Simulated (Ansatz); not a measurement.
Levels about the gap of amorphous Si48O94 (142 atoms in a cell of 2223 Å³, 2.13 g/cm³; zone centre alone, so wide bands show as single levels with stretches between that a denser mesh fills), at the geometry that PBE relaxed, where it gives 0.0 GPa on a denser mesh. The participation number counts the atoms over which a state spreads; weights are charges in smoothed Voronoi cells. The levels come from a single point, so bond lengths are those of that geometry. Method of the levels: r2SCAN, scalar-relativistic without spin-orbit coupling (Ansatz, a quantum-chemistry and plane-wave program). Sampling: the zone centre alone; Fermi-Dirac width 0.01 eV; collinear spin, started from moments on atoms (the moments died out). The usual formal charges leave 4 electrons over, so the level spacing at the Fermi energy parts defect or band states and needn't be the band gap. At PBE the levels at the filled edge of the gap are localised (band-tail or defect states).

It comes from a melt-quench run on a machine-learned potential (CHGNet), relaxed afterwards by DFT. O atoms were pushed apart under 1.9 Å during the dynamics, to hinder bonds among them. The hot cell started wider than the set density and was brought back towards it in steps. It is the lowest in DFT energy of 4 quenches. It is a model cell: composition and starting density were chosen by hand, and all elements were melted together. No dispersion term was used. A short ab initio anneal came between quench and relaxation. Its density started from a set value of 2.22 and ended at 2.13 g/cm³. The quench (nominally 590 K/ps over its main leg) was far faster than any real one, so the model tends to hold more defects than a real film. One small periodic cell is one sample of the glass; other quenches scatter about these values. Volume and shape were free in the relaxation.

```
E - E(highest filled), eV  filling  spin  participation number        largest on  weight O  weight Si
-------------------------  -------  ----  --------------------  ----------------  --------  ---------
-3.45                       filled    dn                   4.4   O, 2 neighbours      0.95       0.05
-3.00                       filled    up                   2.9   O, 2 neighbours      0.95       0.05
-3.00                       filled    dn                   2.9   O, 2 neighbours      0.95       0.05
-1.01                       filled    dn                   2.4  Si, 3 neighbours      0.31       0.69
-1.01                       filled    up                   2.4  Si, 3 neighbours      0.31       0.69
0.00                        filled    dn                   2.5  Si, 3 neighbours      0.34       0.66
0.00                        filled    up                   2.5  Si, 3 neighbours      0.34       0.66
1.79                         empty    dn                  48.4   O, 3 neighbours      0.67       0.33
1.79                         empty    up                  48.4   O, 3 neighbours      0.67       0.33
2.61                         empty    dn                  43.1  Si, 4 neighbours      0.66       0.34
2.61                         empty    up                  43.1  Si, 4 neighbours      0.66       0.34
2.87                         empty    dn                  44.5   O, 3 neighbours      0.70       0.30
2.87                         empty    up                  44.5   O, 3 neighbours      0.70       0.30
3.03                         empty    dn                  52.0   O, 2 neighbours      0.70       0.30
```

Most localised among these is the filled level at -1.01 eV, on a Si atom, which has 3 neighbours (O 1.71 Å, O 1.82 Å, O 1.87 Å).
